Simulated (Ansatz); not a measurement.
## A computed series for C: pressure series

Start from C in the diamond structure (space group Fd-3m, No. 227; a = 3.5603 Å).

Cell and atoms are relaxed at each pressure.

Computed with r2SCAN (Ansatz, an electronic-structure program, PAW, without spin-orbit coupling).

Notes on the quantities. hole mass: degenerate bands, along [100].

```json
[
 {"change": "base", "hole mass": "0.28, 0.28, 0.47 mₑ (at Γ)", "band gap": "4.36 eV", "lattice parameter a": "6.728 bohr"},
 {"change": "pressure −2 GPa", "hole mass": "0.28, 0.28, 0.47 mₑ (at Γ)", "band gap": "4.35 eV", "lattice parameter a": "?"},
 {"change": "pressure −1 GPa", "hole mass": "0.28, 0.28, 0.47 mₑ (at Γ)", "band gap": "4.36 eV", "lattice parameter a": "6.733 bohr"},
 {"change": "pressure 1.8 GPa", "hole mass": "0.28, 0.28, 0.47 mₑ (at Γ)", "band gap": "4.37 eV", "lattice parameter a": "6.719 bohr"},
 {"change": "pressure 4.2 GPa", "hole mass": "0.28, 0.28, 0.47 mₑ (at Γ)", "band gap": "4.38 eV", "lattice parameter a": "6.707 bohr"},
 {"change": "pressure 9 GPa", "hole mass": "0.27, 0.27, 0.48 mₑ (at Γ)", "band gap": "4.41 eV", "lattice parameter a": "6.685 bohr"},
 {"change": "pressure 18 GPa", "hole mass": "0.27, 0.27, 0.49 mₑ (at Γ)", "band gap": "4.45 eV", "lattice parameter a": "6.645 bohr"},
 {"change": "pressure 30 GPa", "hole mass": "0.27, 0.27, 0.49 mₑ (at Γ)", "band gap": "4.51 eV", "lattice parameter a": "6.595 bohr"},
 {"change": "pressure 45 GPa", "hole mass": "0.26, 0.26, 0.50 mₑ (at Γ)", "band gap": "4.57 eV", "lattice parameter a": "6.539 bohr"},
 {"change": "pressure 60 GPa", "hole mass": "0.26, 0.26, 0.51 mₑ (at Γ)", "band gap": "?", "lattice parameter a": "6.487 bohr"}
]
```

Task: Complete the table.

Result: 
- pressure −2 GPa, lattice parameter a: 6.738 bohr
- pressure 60 GPa, band gap: 4.63 eV

Load acts through the strain it causes; cell and atoms are relaxed under it. Effective masses come from finite differences of ±0.01 Å⁻¹. Stability against distortions was not tested. No other phases were tried under pressure.
